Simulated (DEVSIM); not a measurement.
Device: abrupt Si n-p junction, at 300 K.

| layer (left to right) | material | thickness (μm) | Nd (cm⁻³) | Na (cm⁻³) | τn (s) | τp (s) |
|---|---|---|---|---|---|---|
| 1 | Si | 0.890 | 1.5e15 | - | 0.00024 | 0.00024 |
| 2 | Si | 68.0 | - | 8.5e16 | 0.00024 | 0.00024 |

Left contact: ohmic. Right contact: ohmic. Voltage is applied to the left contact. Recombination: SRH at mid-gap. Mobility is μmin + (μ − μmin)/(1 + (N/Nref)^α).

The device is made up for the run: typed textbook-type constants, with dimensions and the other settings drawn at random. Values at 300 K.

| parameter | Si |
|---|---|
| gap (eV) | 1.124 |
| affinity (eV) | 4.05 |
| permittivity | 11.7 |
| Nc (cm⁻³) | 2.86e19 |
| Nv (cm⁻³) | 3.1e19 |
| μn (cm²/Vs) | 1417 |
| μp (cm²/Vs) | 470 |
| μn,min | 52 |
| μp,min | 45 |
| Nref,n | 9.7e16 |
| Nref,p | 2.2e17 |
| αn | 0.68 |
| αp | 0.72 |

DEVSIM, 1D drift-diffusion, Boltzmann statistics, complete ionisation; no tunnelling, impact ionisation, image-force lowering or self-heating.

### Question
Give the dark forward current.

### Answer

```csv
V (V),J (A/cm²)
-0.05,-4.4e-8
-0.10,-3.1e-7
-0.15,-2.0e-6
-0.20,-1.2e-5
-0.30,-0.00046
-0.35,-0.0029
-0.40,-0.018
-0.45,-0.11
-0.50,-0.64
-0.55,-3.2
-0.60,-11
-0.70,-46
-0.75,-70
-0.80,-95
-0.85,-120
-0.90,-150
-0.95,-180
-1.05,-240
-1.10,-270
-1.15,-300
-1.20,-340
-1.25,-370
-1.30,-400
-1.35,-440
-1.45,-510
-1.50,-550
-1.55,-590
-1.60,-630
```
